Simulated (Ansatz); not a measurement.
**Worked example: self-consistent single point of Au (Im-3m, 1 atom in the cell) in Ansatz (a program for electronic structure)**

Method of the run: LDA (PW92), default PAW files made with PBE (plane waves; Ansatz).

Input:

Ansatz 0.2 input:
```yaml
# Au
crystal:
  lattice:
    - [-1.648984, 1.648984, 1.648984]
    - [1.648984, -1.648984, 1.648984]
    - [1.648984, 1.648984, -1.648984]
  atoms:
    - { symbol: Au, position: [0.000000, 0.000000, 0.000000] }
basis:
  ecutwfc: 420.0 eV
kpoints:
  mp_grid:
    grid: [14, 14, 14]
hamiltonian:
  xc: lda
  pseudopotentials:
    kind: paw
scf:
  occupations:
    method: fermi_dirac
    width: 0.1 eV
output:
  forces: true
  eigenvalues: true
  stress: true
```

The program printed (abridged):

```
WARN ansatz: RAYON_NUM_THREADS=1 ignored (pool sized by the plan → 1); use --threads N
Pseudopotentials: kind: paw
Pseudopotential: Au, paw, valence charge 19
Crystal: 1 atoms, lattice volume = 17.935 Å³
Basis set: ecut = 420 eV, 369 PW (Γ)
Bands: 14, of which v1, the nominal top of the filled ones, is band 10 counted from 1 (9 counted from 0)
Symmetry: 48 space group operations
Space group: Im-3m (ITA 229), of the structure as read, at distance tolerance 2.6e-5 Å
k-points: 104 of 2744
PAW frozen core: Au, regenerated for the run's functional, and the local potential with it
Initial density: superposition of atomic densities (neutral atoms: chi_scale 0, normalization atom), corrected by the library's trained network
Initial wavefunctions: pseudopotential atomic-orbital guess
Eigensolver: davidson
Functional: x = slater, c = lda
SCF iter   1: F=—  HF=-12864.886417 eV  |F-HF|=—  |Δ(HF+E_count)|=         —  Δρ=9.03e-3  dr2=1.00e-2  ethr=1.77e-3  ⟨swp⟩=4.6  Hψ=7290  notcnv=0
all-band conjugate gradients solve this SCF's bands
preconditioner: auto → Kerker (q_TF=auto, 2.755 Å⁻¹)
SCF iter   2: F=—  HF=-12864.884009 eV  |F-HF|=—  |Δ(HF+E_count)|=   2.41e-3  Δρ=4.16e-3  dr2=1.75e-3  ethr=5.29e-5  ⟨swp⟩=1.0  Hψ=2288  notcnv=0
SCF iter   3: F=—  HF=-12864.883414 eV  |F-HF|=—  |Δ(HF+E_count)|=   5.95e-4  Δρ=7.05e-4  dr2=2.75e-5  ethr=9.23e-6  ⟨swp⟩=2.5  Hψ=1983  notcnv=0
SCF iter   4: F=—  HF=-12864.883421 eV  |F-HF|=—  |Δ(HF+E_count)|=   7.78e-6  Δρ=5.73e-5  dr2=2.00e-7  ethr=1.45e-7  ⟨swp⟩=2.1  Hψ=1947  notcnv=0
iter 5 did not close the SCF: its close was put off for the readings that it lacked (scf_convergence_deferred on its scf_iter line)
SCF iter   5: F=-12864.883421 eV  HF=-12864.883421 eV  |F-HF|=4.09e-10  |Δ(HF+E_count)|=   9.73e-9  Δρ=1.06e-5  dr2=9.49e-9  ethr=1.05e-9  ⟨swp⟩=1.8  Hψ=1643  notcnv=0
SCF iter   6: F=-12864.883421 eV  HF=-12864.883421 eV  |F-HF|=8.69e-10  |Δ(HF+E_count)|=  1.75e-10  Δρ=2.84e-6  dr2=1.24e-9  ethr=5.00e-11  ⟨swp⟩=1.6  Hψ=4520  notcnv=0
SCF 1 converged in 6 iterations: F = -12864.883421 eV  dr2 = 1.24e-9
SCF converged after 6 iterations
Free energy (F): -12864.883421 eV
Harris-Foulkes:  -12864.883421 eV  (|F-HF|=8.69e-10)
Internal energy: -12864.872592 eV  (E = F + TS)
E sigma→0 (E₀):  -12864.878006 eV
Entropy (-TS):   -0.010830 eV (-10.830 meV/atom)
Fermi energy:    18.914544 eV
--- Per-component energies (eV) ---
  E_band       = -237.146768
  E_kinetic    = 603.830738
  E_local      = -1784.953379  (includes V_loc(G=0)·N_el)
  E_nonlocal   = 81.343777
  E_hartree    = 751.946577
  E_xc         = -226.111201
  E_vxc        = -274.226708  (∫ρ·V_xc dr)
  E_paw        = -9423.365052  (= ΣΔE_a)
  E_vpaw       = -367.037508  (= ΣTr[D̂ρ^β])
  E_aug_tail   = 0.001308  (compensation charges beyond the density's cutoff)
  E_ewald      = -2868.088078
  E_core_change = 0.522718  (= ΣΔE_core)
  E_smearing   = -0.010830  (= −TS)
  E_closure    = -0.000000  (closes the sum)
  Σ components = -12864.883421   (vs F -12864.883421, Δ=0.00e0)
--- Forces (eV/Å), atoms counted from 1 ---
  atom   1  Au    -0.00000000    -0.00000000     0.00000000
  max |Σ_I F_I| component: 6.57e-32 eV/Å
--- Stress (GPa, compression-positive) ---
      -11.928195      -0.000000       0.000000
        0.000000     -11.928195       0.000000
       -0.000000      -0.000000     -11.928195
  P = ⅓ Tr σ = -11.9282 GPa (-119.282 kbar)
  The stress holds the Pulay correction. Without it, at fixed plane waves, as pw.x and ABINIT print it: P = -11.9659 GPa
--- Band table (eV; the first three rows and the last of 104) ---
  k-point 0: bands = ["-86.5809", "-37.8072", "-37.8072", "-37.8072", "9.4586", "14.2734", "14.2734", "14.2734", "16.0904", "16.0904", "35.3109", "35.3109", "35.3109", "42.1355"]
  k-point 1: bands = ["-86.5804", "-37.8164", "-37.8105", "-37.8070", "9.6389", "14.2182", "14.2789", "14.3979", "16.0249", "16.0945", "35.2517", "35.3442", "35.5327", "40.4416"]
  k-point 2: bands = ["-86.5790", "-37.8423", "-37.8201", "-37.8067", "10.1562", "14.0667", "14.2892", "14.7600", "15.8852", "16.1083", "34.4531", "35.1481", "36.1664", "38.5999"]
  k-point 103: bands = ["-86.5625", "-37.9498", "-37.9498", "-37.9498", "12.4899", "12.4899", "17.1488", "17.1488", "17.1488", "25.0435", "25.0435", "25.0435", "27.8624", "34.3692"]
```

The run converged in 6 iterations.

The starting cell comes from a database of computed structures (which also holds hypothetical and non-ambient phases and stackings), without a prior relaxation at this level. Its lattice was rescaled by up to half a per cent. Spin-orbit coupling is off. With a pressure of about -12 GPa the cell is away from its equilibrium volume at this level. Ansatz's pressure includes its estimate of the finite-basis (Pulay) stress.
